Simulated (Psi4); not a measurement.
Psi4 1.11, TPSS/def2-svp: [CH]Cl, 3 atoms. The geometry is a generated start, not checked to be a minimum at this level.

```json
{
 "task": "energy",
 "method": "tpss",
 "basis": "def2-svp",
 "memory": "3 GB",
 "maxiter": "100",
 "keys_of_the_molecule_block": "symmetry c1",
 "scf_type": "df (default)",
 "e_convergence": "1e-06 (default)",
 "d_convergence": "1e-06 (default)",
 "dft_radial_points": "75 (default)",
 "dft_spherical_points": "302 (default)",
 "basis_functions": "37",
 "grid_points": "63832"
}
```

```xyz
3

C     -0.2565     0.4909     0.0198
Cl     1.2505    -0.1538    -0.0007
H     -0.9940    -0.3371    -0.0191
```

With the defaults (diis = true, scf_initial_accelerator = adiis, damping_percentage = 0, diis_start = 1, level_shift = 0, level_shift_cutoff = 0.01, guess = auto, which took SAD, diis_max_vecs = 10) it converges in 8 SCF iterations. One run each on 2 threads, with these changes:
- diis_start = 4
- guess = modhuckel
- diis_max_vecs = 3
- damping_percentage = 60
- scf_initial_accelerator = none
- diis = false, scf_initial_accelerator = none, damping_percentage = 60
- level_shift = 0.1, level_shift_cutoff = 0.001
- guess = sapgau
- guess = gwh

Question: Which of these changes keep the SCF from converging, or lead it to another solution?

Answer: No convergence: diis = false, scf_initial_accelerator = none, damping_percentage = 60 (the run ends without SCF convergence in 100 iterations). The rest reach the solution of the defaults.

```json
[
 {"setting": "the defaults", "SCF iterations": "8", "end": "same solution"},
 {"setting": "level_shift = 0.1, level_shift_cutoff = 0.001", "SCF iterations": "8", "end": "same solution"},
 {"setting": "guess = sapgau", "SCF iterations": "8", "end": "same solution"},
 {"setting": "scf_initial_accelerator = none", "SCF iterations": "8", "end": "same solution"},
 {"setting": "guess = modhuckel", "SCF iterations": "9", "end": "same solution"},
 {"setting": "guess = gwh", "SCF iterations": "10", "end": "same solution"},
 {"setting": "diis_max_vecs = 3", "SCF iterations": "12", "end": "same solution"},
 {"setting": "diis_start = 4", "SCF iterations": "13", "end": "same solution"},
 {"setting": "damping_percentage = 60", "SCF iterations": "73", "end": "same solution"},
 {"setting": "diis = false, scf_initial_accelerator = none, damping_percentage = 60", "SCF iterations": "100", "end": "no convergence"}
]
```
